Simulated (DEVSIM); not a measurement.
Structure: illuminated GaAs p-on-n cell, one wavelength, at 300 K.

| layer (left to right) | material | thickness (μm) | Nd (cm⁻³) | Na (cm⁻³) | τn (s) | τp (s) | absorption coefficient (cm⁻¹) |
|---|---|---|---|---|---|---|---|
| 1 | GaAs | 0.0590 | - | 5e17 | 3.4e-10 | 4.8e-11 | 11000 |
| 2 | GaAs | 1.20 | 2.3e17 | - | 2.8e-9 | 2.8e-9 | 11000 |

Left contact: ohmic, minority electron recombination velocity 700 cm/s. Right contact: ohmic, minority hole recombination velocity 900 cm/s. Voltage is applied to the left contact. Recombination: SRH at mid-gap, radiative, Auger. Light enters at the left, 9.6e14 photons cm⁻² s⁻¹, one pass, no reflection. Mobility is μmin + (μ − μmin)/(1 + (N/Nref)^α).

This is a model device: material constants are rounded textbook-type values typed into the input, and sizes, dopings and lifetimes were drawn at random. Values at 300 K.

```
parameter        GaAs
-------------  ------
gap (eV)        1.424
affinity (eV)    4.07
permittivity     12.9
Nc (cm⁻³)      4.7e17
Nv (cm⁻³)        9e18
μn (cm²/Vs)      8500
μp (cm²/Vs)       400
μn,min            500
μp,min             20
Nref,n           6e16
Nref,p         1.5e17
αn               0.39
αp               0.38
B (cm³/s)       2e-10
Cn (cm⁶/s)      1e-30
Cp (cm⁶/s)      1e-30
```

Model (solved in DEVSIM): 1D drift-diffusion, Boltzmann statistics, complete ionisation; no tunnelling, impact ionisation, image-force lowering or self-heating.

Tabulate band edges, carrier densities and field at -2.0 V on the left contact, in the dark.

Energies count from the Fermi level of the right contact; mesh points crowd at the junctions.

```json
[
 {"x (μm)": "0.000", "Ec (eV)": "3.349", "Ev (eV)": "1.925", "n (cm⁻³)": "< 1e2", "p (cm⁻³)": "5.0e17", "field (V/cm)": "-21000"},
 {"x (μm)": "0.01029", "Ec (eV)": "3.318", "Ev (eV)": "1.894", "n (cm⁻³)": "< 1e2", "p (cm⁻³)": "1.5e17", "field (V/cm)": "-48000"},
 {"x (μm)": "0.02013", "Ec (eV)": "3.243", "Ev (eV)": "1.819", "n (cm⁻³)": "< 1e2", "p (cm⁻³)": "8.0e15", "field (V/cm)": "-110000"},
 {"x (μm)": "0.03068", "Ec (eV)": "3.089", "Ev (eV)": "1.665", "n (cm⁻³)": "< 1e2", "p (cm⁻³)": "2.1e13", "field (V/cm)": "-180000"},
 {"x (μm)": "0.04536", "Ec (eV)": "2.745", "Ev (eV)": "1.321", "n (cm⁻³)": "< 1e2", "p (cm⁻³)": "3.5e7", "field (V/cm)": "-290000"},
 {"x (μm)": "0.05484", "Ec (eV)": "2.443", "Ev (eV)": "1.019", "n (cm⁻³)": "< 1e2", "p (cm⁻³)": "380", "field (V/cm)": "-350000"},
 {"x (μm)": "0.06442", "Ec (eV)": "2.089", "Ev (eV)": "0.665", "n (cm⁻³)": "< 1e2", "p (cm⁻³)": "< 1e2", "field (V/cm)": "-360000"},
 {"x (μm)": "0.08463", "Ec (eV)": "1.420", "Ev (eV)": "-0.004", "n (cm⁻³)": "< 1e2", "p (cm⁻³)": "< 1e2", "field (V/cm)": "-300000"},
 {"x (μm)": "0.1089", "Ec (eV)": "0.792", "Ev (eV)": "-0.632", "n (cm⁻³)": "24000", "p (cm⁻³)": "< 1e2", "field (V/cm)": "-220000"},
 {"x (μm)": "0.1406", "Ec (eV)": "0.258", "Ev (eV)": "-1.166", "n (cm⁻³)": "2.2e13", "p (cm⁻³)": "< 1e2", "field (V/cm)": "-120000"},
 {"x (μm)": "0.1917", "Ec (eV)": "0.022", "Ev (eV)": "-1.402", "n (cm⁻³)": "2.0e17", "p (cm⁻³)": "< 1e2", "field (V/cm)": "-3800"},
 {"x (μm)": "0.2964", "Ec (eV)": "0.018", "Ev (eV)": "-1.405", "n (cm⁻³)": "2.3e17", "p (cm⁻³)": "< 1e2", "field (V/cm)": "≈ 0"},
 {"x (μm)": "0.4072", "Ec (eV)": "0.018", "Ev (eV)": "-1.405", "n (cm⁻³)": "2.3e17", "p (cm⁻³)": "< 1e2", "field (V/cm)": "≈ 0"},
 {"x (μm)": "0.5861", "Ec (eV)": "0.018", "Ev (eV)": "-1.405", "n (cm⁻³)": "2.3e17", "p (cm⁻³)": "< 1e2", "field (V/cm)": "≈ 0"},
 {"x (μm)": "0.8446", "Ec (eV)": "0.018", "Ev (eV)": "-1.405", "n (cm⁻³)": "2.3e17", "p (cm⁻³)": "< 1e2", "field (V/cm)": "≈ 0"},
 {"x (μm)": "0.9870", "Ec (eV)": "0.018", "Ev (eV)": "-1.405", "n (cm⁻³)": "2.3e17", "p (cm⁻³)": "< 1e2", "field (V/cm)": "≈ 0"},
 {"x (μm)": "1.075", "Ec (eV)": "0.018", "Ev (eV)": "-1.405", "n (cm⁻³)": "2.3e17", "p (cm⁻³)": "< 1e2", "field (V/cm)": "≈ 0"},
 {"x (μm)": "1.143", "Ec (eV)": "0.018", "Ev (eV)": "-1.405", "n (cm⁻³)": "2.3e17", "p (cm⁻³)": "< 1e2", "field (V/cm)": "≈ 0"},
 {"x (μm)": "1.199", "Ec (eV)": "0.018", "Ev (eV)": "-1.405", "n (cm⁻³)": "2.3e17", "p (cm⁻³)": "< 1e2", "field (V/cm)": "≈ 0"},
 {"x (μm)": "1.224", "Ec (eV)": "0.018", "Ev (eV)": "-1.405", "n (cm⁻³)": "2.3e17", "p (cm⁻³)": "< 1e2", "field (V/cm)": "≈ 0"},
 {"x (μm)": "1.244", "Ec (eV)": "0.018", "Ev (eV)": "-1.405", "n (cm⁻³)": "2.3e17", "p (cm⁻³)": "< 1e2", "field (V/cm)": "≈ 0"},
 {"x (μm)": "1.259", "Ec (eV)": "0.018", "Ev (eV)": "-1.405", "n (cm⁻³)": "2.3e17", "p (cm⁻³)": "< 1e2", "field (V/cm)": "≈ 0"}
]
```
